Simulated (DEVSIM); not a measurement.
System: abrupt GaP p-n junction, at 300 K.

```tsv
layer (left to right)	material	thickness (μm)	Nd (cm⁻³)	Na (cm⁻³)	τn (s)	τp (s)
1	GaP	2.00	-	3.6e18	2.4e-6	2.4e-6
2	GaP	6.40	3.9e14	-	2.4e-6	2.4e-6
```

Left contact: ohmic. Right contact: ohmic. Voltage is applied to the left contact. Recombination: SRH at mid-gap, radiative, Auger. Mobility is μmin + (μ − μmin)/(1 + (N/Nref)^α).

Constants are typed, rounded textbook-type inputs, not results; the design itself was drawn at random and stands for no fabricated device. Values at 300 K.

| parameter | GaP |
|---|---|
| gap (eV) | 2.26 |
| affinity (eV) | 3.8 |
| permittivity | 11.1 |
| Nc (cm⁻³) | 1.8e19 |
| Nv (cm⁻³) | 1.9e19 |
| μn (cm²/Vs) | 250 |
| μp (cm²/Vs) | 150 |
| μn,min | 10 |
| μp,min | 10 |
| Nref,n | 4.4e18 |
| Nref,p | 1e18 |
| αn | 0.8 |
| αp | 0.85 |
| B (cm³/s) | 1e-13 |
| Cn (cm⁶/s) | 1e-30 |
| Cp (cm⁶/s) | 1e-30 |

Model (solved in DEVSIM): 1D drift-diffusion, Boltzmann statistics, complete ionisation; no tunnelling, impact ionisation, image-force lowering or self-heating.

Question: Tabulate band edges, carrier densities and field at zero bias.

Answer: Energies count from the Fermi level of the right contact; mesh points crowd at the junctions.

```json
[
 {"x (μm)": "0.000", "Ec (eV)": "2.217", "Ev (eV)": "-0.043", "n (cm⁻³)": "< 1e2", "p (cm⁻³)": "3.6e18", "field (V/cm)": "≈ 0"},
 {"x (μm)": "0.02784", "Ec (eV)": "2.217", "Ev (eV)": "-0.043", "n (cm⁻³)": "< 1e2", "p (cm⁻³)": "3.6e18", "field (V/cm)": "≈ 0"},
 {"x (μm)": "0.08281", "Ec (eV)": "2.217", "Ev (eV)": "-0.043", "n (cm⁻³)": "< 1e2", "p (cm⁻³)": "3.6e18", "field (V/cm)": "≈ 0"},
 {"x (μm)": "0.2043", "Ec (eV)": "2.217", "Ev (eV)": "-0.043", "n (cm⁻³)": "< 1e2", "p (cm⁻³)": "3.6e18", "field (V/cm)": "≈ 0"},
 {"x (μm)": "0.5949", "Ec (eV)": "2.217", "Ev (eV)": "-0.043", "n (cm⁻³)": "< 1e2", "p (cm⁻³)": "3.6e18", "field (V/cm)": "≈ 0"},
 {"x (μm)": "1.218", "Ec (eV)": "2.217", "Ev (eV)": "-0.043", "n (cm⁻³)": "< 1e2", "p (cm⁻³)": "3.6e18", "field (V/cm)": "≈ 0"},
 {"x (μm)": "1.631", "Ec (eV)": "2.217", "Ev (eV)": "-0.043", "n (cm⁻³)": "< 1e2", "p (cm⁻³)": "3.6e18", "field (V/cm)": "≈ 0"},
 {"x (μm)": "1.879", "Ec (eV)": "2.217", "Ev (eV)": "-0.043", "n (cm⁻³)": "< 1e2", "p (cm⁻³)": "3.6e18", "field (V/cm)": "≈ 0"},
 {"x (μm)": "1.956", "Ec (eV)": "2.217", "Ev (eV)": "-0.043", "n (cm⁻³)": "< 1e2", "p (cm⁻³)": "3.6e18", "field (V/cm)": "≈ 0"},
 {"x (μm)": "1.993", "Ec (eV)": "2.216", "Ev (eV)": "-0.044", "n (cm⁻³)": "< 1e2", "p (cm⁻³)": "3.5e18", "field (V/cm)": "-5100"},
 {"x (μm)": "2.014", "Ec (eV)": "2.119", "Ev (eV)": "-0.141", "n (cm⁻³)": "< 1e2", "p (cm⁻³)": "8.1e16", "field (V/cm)": "-30000"},
 {"x (μm)": "2.080", "Ec (eV)": "2.000", "Ev (eV)": "-0.261", "n (cm⁻³)": "< 1e2", "p (cm⁻³)": "8.0e14", "field (V/cm)": "-15000"},
 {"x (μm)": "2.200", "Ec (eV)": "1.827", "Ev (eV)": "-0.433", "n (cm⁻³)": "< 1e2", "p (cm⁻³)": "1.0e12", "field (V/cm)": "-14000"},
 {"x (μm)": "2.461", "Ec (eV)": "1.486", "Ev (eV)": "-0.774", "n (cm⁻³)": "< 1e2", "p (cm⁻³)": "1900000", "field (V/cm)": "-12000"},
 {"x (μm)": "3.310", "Ec (eV)": "0.673", "Ev (eV)": "-1.587", "n (cm⁻³)": "8.8e7", "p (cm⁻³)": "< 1e2", "field (V/cm)": "-6900"},
 {"x (μm)": "4.743", "Ec (eV)": "0.281", "Ev (eV)": "-1.979", "n (cm⁻³)": "3.5e14", "p (cm⁻³)": "< 1e2", "field (V/cm)": "-150"},
 {"x (μm)": "6.668", "Ec (eV)": "0.278", "Ev (eV)": "-1.982", "n (cm⁻³)": "3.9e14", "p (cm⁻³)": "< 1e2", "field (V/cm)": "≈ 0"},
 {"x (μm)": "7.611", "Ec (eV)": "0.278", "Ev (eV)": "-1.982", "n (cm⁻³)": "3.9e14", "p (cm⁻³)": "< 1e2", "field (V/cm)": "≈ 0"},
 {"x (μm)": "8.129", "Ec (eV)": "0.278", "Ev (eV)": "-1.982", "n (cm⁻³)": "3.9e14", "p (cm⁻³)": "< 1e2", "field (V/cm)": "≈ 0"},
 {"x (μm)": "8.282", "Ec (eV)": "0.278", "Ev (eV)": "-1.982", "n (cm⁻³)": "3.9e14", "p (cm⁻³)": "< 1e2", "field (V/cm)": "≈ 0"},
 {"x (μm)": "8.358", "Ec (eV)": "0.278", "Ev (eV)": "-1.982", "n (cm⁻³)": "3.9e14", "p (cm⁻³)": "< 1e2", "field (V/cm)": "≈ 0"},
 {"x (μm)": "8.400", "Ec (eV)": "0.278", "Ev (eV)": "-1.982", "n (cm⁻³)": "3.9e14", "p (cm⁻³)": "< 1e2", "field (V/cm)": "≈ 0"}
]
```
